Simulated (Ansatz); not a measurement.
System: Pt vacancy in fcc Pt (neutral cell). The step: one Pt atom jumps into the vacancy from a nearby Pt site; the atom moves 2.67 Å along (0.00, 0.48, -0.48) of the unit cell; the moving atom starts with neighbours 4 Pt at 2.75, 2 Pt at 2.81, 4 Pt at 2.83, Pt at 2.87 Å and ends with 4 Pt at 2.75, 2 Pt at 2.81, 4 Pt at 2.83, Pt at 2.87 Å. DFT values are from Ansatz (plane-wave PAW, 420 eV unless said) in a cell of 32 host sites, spin-restricted, static, with no finite-size correction. Forms of the defect that were not tried may lie lower. For the PBE band: the saddle point's order was not checked, and it lies on a symmetry element of the cell, where a band can be held.

```json
[
 {"Level": "CHGNet universal potential (has no charge state), its own band", "Forward barrier (eV)": "0.59", "Cost of the band or of the saddle's single point": "-"},
 {"Level": "PBE, a 2×2×2 k-point mesh shifted by half a step, band relaxed", "Forward barrier (eV)": "1.22", "Cost of the band or of the saddle's single point": "around 21 core-minutes (rough)"},
 {"Level": "PBE, a 4×4×4 k-point mesh shifted by half a step, same geometries", "Forward barrier (eV)": "1.25", "Cost of the band or of the saddle's single point": "roughly 12 core-minutes"},
 {"Level": "r2SCAN at 500 eV, a 2×2×2 k-point mesh shifted by half a step, same geometries", "Forward barrier (eV)": "?", "Cost of the band or of the saddle's single point": "about 4 core-minutes (a rough figure)"}
]
```

### Question
Complete the blanks.

### Answer

- r2SCAN at 500 eV, a 2×2×2 k-point mesh shifted by half a step, same geometries, Forward barrier (eV): 1.08

Ansatz is a first-principles code.
